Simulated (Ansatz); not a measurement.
Consider interstitial Zn in zinc-blende AlAs, charge state +2. Calculation: PBE, PAW (plane waves to 420 eV; Ansatz, a program for electronic structure).

Cell of 64 host sites held at the relaxed PBE lattice; one k-point at (0.250, 0.250, 0.250); Fermi-Dirac width 0.01 eV, spin-restricted; finite-size errors left in. No zero-point or tunnelling terms. The charge state is imposed; whether it is stable for some Fermi level was not computed. Sites that were not tried may lie lower.

Barriers: single points on a 2×2×2 k-point mesh shifted by half a step at the bands' geometries.

The step: a direct jump of one Zn atom. Atoms about the jump, Cartesian Å from the middle of the jump, before and after:

| atom | x0 | y0 | z0 | x1 | y1 | z1 |
|---|---|---|---|---|---|---|
| Zn1 | -0.70 | -0.70 | 0.74 | 0.70 | 0.70 | -0.74 |
| As2 | -2.17 | 0.73 | -0.73 | -2.12 | 0.71 | -0.72 |
| As3 | 0.73 | -2.17 | -0.73 | 0.71 | -2.13 | -0.72 |
| As4 | 0.75 | 0.76 | 2.19 | 0.73 | 0.72 | 2.13 |
| Al5 | -0.71 | 2.24 | 0.72 | -0.80 | 2.25 | 0.82 |
| Al6 | 2.24 | -0.71 | 0.73 | 2.25 | -0.81 | 0.82 |
| Al7 | -0.71 | -0.72 | -2.24 | -0.83 | -0.83 | -2.26 |
| Al8 | 2.16 | 2.16 | -2.15 | 2.25 | 2.25 | -2.24 |
| As9 | 0.74 | 3.59 | -0.73 | 0.73 | 3.56 | -0.70 |
| As10 | 3.60 | 0.73 | -0.73 | 3.56 | 0.72 | -0.70 |
| As11 | 0.73 | 0.73 | -3.59 | 0.71 | 0.71 | -3.56 |

Question: Give the saddle-point geometry and the barrier.

Answer: 
| atom | x | y | z |
|---|---|---|---|
| Zn1 | 0.27 | 0.27 | -0.26 |
| As2 | -2.17 | 0.72 | -0.73 |
| As3 | 0.73 | -2.17 | -0.73 |
| As4 | 0.74 | 0.74 | 2.17 |
| Al5 | -0.81 | 2.35 | 0.81 |
| Al6 | 2.35 | -0.81 | 0.81 |
| Al7 | -0.81 | -0.82 | -2.36 |
| Al8 | 2.14 | 2.13 | -2.14 |
| As9 | 0.71 | 3.59 | -0.70 |
| As10 | 3.59 | 0.71 | -0.70 |
| As11 | 0.70 | 0.70 | -3.59 |
It lies 0.51 eV above the start and 0.072 eV above the end. The saddle point's order was not checked, and it lies on a symmetry element of the cell, where a band can be held.
